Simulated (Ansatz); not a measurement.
**O on the 1x1 (0001) surface of corundum (cut with top plane Al), one in a 1x1 cell, started at the site 'bridge O-O (span 2.6 Å)'**

Host crystal: corundum, with a band gap (PBE, scalar-relativistic without spin-orbit coupling).

The numbers are results of r2SCAN, at the PBE geometry and the start's symmetry (plane waves to 500 eV, PAW; Ansatz, an electronic-structure program), not measurements.

Slab: 21 atoms, 6.7 Å thick at the start under the adsorbate (thin: gaps and levels are the slab's own); k 6x6x1, smearing 0.01 eV, dipole-corrected; single point; no symmetry held, on the structure that PBE left; spin-polarised, no spin-orbit, no U, no dispersion correction. The starting moment vanished. The program's check for a lower electronic state was not made. At the end it is bonded to Al. In PBE it is, or lies within 0.03 eV of, the lowest of the starts that converged; the order may differ at this level.

```yaml
energy of the end state, in which the adsorbate paired with a surface O atom, against ½ O2(g) at the same level: 0.88 eV
gap_of_the_slab_on_its_k_mesh: 4.22 eV
highest_filled_level_below_the_top_vacuum_level: 7.18 eV
change_of_the_step_from_the_bottom_to_the_top_vacuum_level_against_the_clean_slab: 0.59 eV
height of the binding atom over the mean of the host atoms within 0.3 Å of the top one: 92.0 pm
magnetic_moment_of_the_cell: 0.00 μB
caution: the clean host was not checked against rearrangement in a larger or rattled cell
note: in the relaxation the adsorbate left its starting site by 1.3 Å
cost: very roughly 7 core-minutes
```

A negative adsorption energy means that the adsorbate is more stable on the surface than in its reference.
